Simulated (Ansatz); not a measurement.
We consider C (within 0.1 Å of R-3m, No. 166, 2 atoms in the cell; start mp-169; another form than the element's usual one), described by PBEsol (Ansatz, a program for electronic structure, plane waves, PAW).

Run with plane-wave cutoff 520 eV, 16×16×10 k mesh (along the axes of the cell as run), Fermi–Dirac smearing 0.01 eV, scalar-relativistic PAW data made under PBE.

Computed at the level's own relaxed cell.

```xyz
2
Lattice="2.1294 -1.2294 -0.0112 2.1294 1.2294 -0.0112 -1.3987 0.0000 3.6735" Properties=species:S:1:pos:R:3 pbc="T T T"
C      3.5489     0.0000    -0.0185
C     -0.6890     0.0000     3.6697
```

### Question
List the 5 lowest band energies at Γ above −25 eV (eV, relative to the valence band maximum), grouping those that round alike.

### Answer
At Γ: -19.61, -7.05, -2.99 (×2), 3.46.

Note: the cell comes from a level without a dispersion term, which matters for the spacing of layers, chains or molecules.

A start named mp-… is a Materials Project structure, which need not be a measured phase.
